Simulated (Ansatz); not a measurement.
What uniaxial strain ε_xx = −0.60 % does to ZnO

Take ZnO in the wurtzite structure (space group P6_3mc, No. 186; a = 3.230 Å, c = 5.214 Å) as the base. Axes: x lies along a and z along c of the hexagonal cell.

Perturbation: uniaxial strain ε_xx = −0.60 %, all other strain components held at zero, atoms relaxed at fixed cell.

Calculations: PBEsol (Ansatz, a program for electronic structure), scalar-relativistic without spin-orbit coupling. Γ-centred 12×12×7 mesh, Fermi–Dirac width 0.05 eV.

Space group: Cmc2_1 (No. 36) (base P6_3mc (No. 186))
Shortest interatomic distance: 1.965 Å (base 1.969 Å)
Energy relative to the base (free energy F): +0.3 meV/atom
Pressure (mean of the normal stresses, compression positive): 0.88 GPa (base 0.00 GPa)
Band gap: 0.70 eV (base 0.70 eV)
Gap character: direct at Γ (base direct at Γ)
Electron mass: 0.13 mₑ (at Γ) (base 0.13 mₑ (at Γ))
Valence-band top at Γ (three highest levels, from the VBM): 0.00, -0.01, -0.11 eV (base 0.00, 0.00, -0.10 eV)
Stress (xx, yy, zz, yz, xz, xy; compression positive): (1.21, 0.75, 0.67, 0.00, 0.00, 0.00) GPa

Final structure:

```yaml
crystal:
  lattice:
    - [3.21058, 0.00000, 0.00000]
    - [-1.60529, 2.79723, 0.00000]
    - [0.00000, 0.00000, 5.21438]
  atoms:
    - { symbol: Zn, position: [0.33376, 0.66751, 0.00194] }
    - { symbol: Zn, position: [0.66624, 0.33249, 0.50194] }
    - { symbol: O, position: [0.33395, 0.66789, 0.38006] }
    - { symbol: O, position: [0.66605, 0.33211, 0.88006] }
```

Effective masses come from finite differences of ±0.01 Å⁻¹. Whether these cells are dynamically stable was not tested. k-point labels follow each cell's own Brillouin zone.
